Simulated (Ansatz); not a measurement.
## Ansatz run on CdO (Fm-3m, 2 atoms in the cell): self-consistent single point

Level of theory: PBE (plane waves, PAW; Ansatz, a first-principles code).

The input file:

Ansatz 0.2 input:
```yaml
# CdO
crystal:
  lattice:
    - [0.00000000, 2.34295000, 2.34295000]
    - [2.34295000, 0.00000000, 2.34295000]
    - [2.34295000, 2.34295000, 0.00000000]
  atoms:
    - { symbol: Cd, position_ang: [0.00000000, 0.00000000, 0.00000000] }
    - { symbol: O, position_ang: [2.34295000, 2.34295000, 2.34295000] }
basis:
  ecutwfc: 30.9 Ry
kpoints:
  mp_grid: { grid: [9, 9, 9] }
hamiltonian:
  xc: pbe
  pseudopotentials: { kind: paw }
scf:
  occupations: { method: fermi_dirac, width: 0.0007 Ry }
output:
  forces: true
  eigenvalues: true
  stress: true
```

The program printed (abridged):

```
WARN ansatz: RAYON_NUM_THREADS=1 ignored (pool sized by the plan → 1); use --threads N
Pseudopotentials: kind: paw
Pseudopotential: Cd, paw, valence charge 20
Pseudopotential: O, paw, valence charge 6
Crystal: 2 atoms, lattice volume = 25.723 Å³
Basis set: ecut = 420.4159175005146 eV, 531 PW (Γ), exchange–correlation on 48×48×48 points (8 copies of the dense FFT grid, shifted against one another)
Bands: 17, of which v1, the nominal top of the filled ones, is band 13 counted from 1 (12 counted from 0)
Symmetry: 48 space group operations
Space group: Fm-3m (ITA 225), of the structure as read, at distance tolerance 3.0e-5 Å
k-points: 35 of 729
Initial density: superposition of atomic densities (neutral atoms: chi_scale 0, normalization atom), corrected by the library's trained network
Initial wavefunctions: pseudopotential atomic-orbital guess
Eigensolver: davidson
Functional: x = pbe(κ = 0.804, μ = 0.2195149727645171), c = pbe(β = 0.06672455060314922)
SCF iter   1: F=—  HF=-8821.410548 eV  |F-HF|=—  |Δ(HF+E_count)|=         —  Δρ=1.09e-3  dr2=1.63e-4  ethr=1.77e-3  ⟨swp⟩=4.9  Hψ=2729  notcnv=0
all-band conjugate gradients solve this SCF's bands
preconditioner: auto → none
SCF iter   2: F=—  HF=-8821.410921 eV  |F-HF|=—  |Δ(HF+E_count)|=   3.73e-4  Δρ=3.62e-4  dr2=9.32e-6  ethr=6.25e-7  ⟨swp⟩=2.5  Hψ=1366  notcnv=0
SCF iter   3: F=—  HF=-8821.410958 eV  |F-HF|=—  |Δ(HF+E_count)|=   3.68e-5  Δρ=1.48e-4  dr2=1.44e-6  ethr=3.58e-8  ⟨swp⟩=2.3  Hψ=905  notcnv=0
iter 4 did not close the SCF: its close was put off for the readings that it lacked (scf_convergence_deferred on its scf_iter line)
SCF iter   4: F=-8821.410965 eV  HF=-8821.410965 eV  |F-HF|=7.93e-8  |Δ(HF+E_count)|=   6.56e-6  Δρ=1.91e-5  dr2=3.05e-8  ethr=5.56e-9  ⟨swp⟩=2.0  Hψ=911  notcnv=0
iter 5 did not close the SCF: its close was put off for the readings that it lacked (scf_convergence_deferred on its scf_iter line)
SCF iter   5: F=-8821.410965 eV  HF=-8821.410965 eV  |F-HF|=2.51e-10  |Δ(HF+E_count)|=   8.96e-8  Δρ=2.59e-6  dr2=9.34e-10  ethr=1.17e-10  ⟨swp⟩=2.0  Hψ=911  notcnv=0
SCF iter   6: F=-8821.410965 eV  HF=-8821.410965 eV  |F-HF|=5.46e-12  |Δ(HF+E_count)|=  6.31e-10  Δρ=3.15e-7  dr2=1.70e-11  ethr=3.59e-12  ⟨swp⟩=1.0  Hψ=1598  notcnv=0
the last iteration of the SCF fills more bands at one k-point than at another …
SCF 1 converged in 6 iterations: F = -8821.410965 eV  dr2 = 1.70e-11
SCF converged after 6 iterations
Free energy (F): -8821.410965 eV
Harris-Foulkes:  -8821.410965 eV  (|F-HF|=5.46e-12)
Internal energy: -8821.410851 eV  (E = F + TS)
E sigma→0 (E₀):  -8821.410908 eV
Entropy (-TS):   -0.000114 eV (-0.057 meV/atom)
Fermi energy:    12.852595 eV
--- Per-component energies (eV) ---
  E_band       = -347.930087
  E_kinetic    = 680.411118
  E_local      = -3020.041833  (includes V_loc(G=0)·N_el)
  E_nonlocal   = 83.916224
  E_hartree    = 1401.206843
  E_xc         = -250.463378
  E_vxc        = -315.782825  (∫ρ·V_xc dr)
  E_paw        = -4243.159221  (= ΣΔE_a)
  E_vpaw       = -578.848770  (= ΣTr[D̂ρ^β])
  E_aug_tail   = 0.002381  (compensation charges beyond the density's cutoff)
  E_ewald      = -3473.282986
  E_smearing   = -0.000114  (= −TS)
  E_closure    = 0.000000  (closes the sum)
  Σ components = -8821.410965   (vs F -8821.410965, Δ=0.00e0)
--- Forces (eV/Å), atoms counted from 1 ---
  atom   1  Cd    -0.00000000     0.00000000     0.00000000
  atom   2  O      0.00000000    -0.00000000    -0.00000000
  max |Σ_I F_I| component: 1.04e-28 eV/Å
--- Stress (GPa, compression-positive) ---
        7.408322      -0.000000      -0.000000
        0.000000       7.408322       0.000000
       -0.000000       0.000000       7.408322
  P = ⅓ Tr σ = 7.4083 GPa (74.083 kbar)
  The stress holds the Pulay correction. Without it, at fixed plane waves, as pw.x and ABINIT print it: P = 6.8916 GPa
--- Band table (eV; the first three rows and the last of 35) ---
  k-point 0: bands = ["-87.5449", "-48.6364", "-48.6364", "-48.6364", "-4.5567", "6.1484", "6.1484", "6.1484", "6.4585", "6.4585", "11.4701", "11.4701", "11.4701", "12.4732", "27.3874", "29.9629", "29.9629"]
  k-point 1: bands = ["-87.5448", "-48.6384", "-48.6367", "-48.6367", "-4.4706", "6.0955", "6.1641", "6.1641", "6.3781", "6.3781", "10.4909", "11.6467", "11.6467", "13.6383", "26.1470", "28.9564", "28.9564"]
  k-point 2: bands = ["-87.5445", "-48.6435", "-48.6375", "-48.6375", "-4.2434", "5.8898", "5.9898", "5.9898", "6.4207", "6.4207", "9.5456", "12.0715", "12.0715", "15.1615", "23.6837", "27.2177", "27.2177"]
  k-point 34: bands = ["-87.5435", "-48.6490", "-48.6470", "-48.6429", "-3.8002", "5.9054", "5.9371", "6.0902", "6.8200", "6.9917", "9.6350", "10.0542", "11.2073", "18.9094", "21.3608", "21.9892", "24.1308"]
```

The run converged in 6 iterations.

The starting cell has typed, rounded lattice constants, without a prior relaxation at this level. Its lattice was rescaled by up to half a per cent. With a pressure of about 7 GPa the cell is away from its equilibrium volume at this level. Ansatz's pressure includes its estimate of the finite-basis (Pulay) stress. Without the estimate this run gives 6.89 GPa. The run gives no clean gap (levels at the Fermi energy touch, overlap or are partly filled at this smearing), which alone does not show that the compound is a metal.
